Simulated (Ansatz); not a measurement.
# WC: uniaxial strain ε_zz = −0.50 %

Start from WC (space group P-6m2, No. 187; a = 2.913 Å, c = 2.835 Å; relaxed with 0.1 eV smearing). Axes: x lies along a and z along c of the hexagonal cell.

The change: the cell is compressed by 0.50 % along z with no lateral relaxation, atoms relaxed at fixed cell.

Level of theory: r2SCAN/PAW in Ansatz (a first-principles code), without spin-orbit coupling. Settings: 23×23×20 k-points, 0.1 eV Fermi–Dirac smearing.

The volume per atom shrinks by 0.052 Å³, from 10.42 Å³ to 10.36 Å³ and the space group stays P-6m2 (No. 187). The shortest interatomic distance decreases by 0.0046 Å (2.199 Å → 2.195 Å) and the energy increases by 0.8 meV/atom. The pressure (mean of the normal stresses, compression positive) goes from zero to 2.3 GPa and the band gap is still zero. The stress (xx, yy, zz, yz, xz, xy; compression positive) is (0.9, 0.9, 5.1, 0.0, 0.0, 0.0) GPa.

Final structure:

```
WC
1.0
    2.91268     0.00000     0.00000
   -1.45634     2.52245     0.00000
    0.00000     0.00000     2.82118
W C
1 1
Direct
  0.00000   0.00000   0.00000
  0.33333   0.66667   0.50000
```

Cost of the whole job for the changed cell (relaxation, final SCF and bands): around 60 core-seconds (rough).

No phonon test of stability was made. All final runs are without spin polarisation.
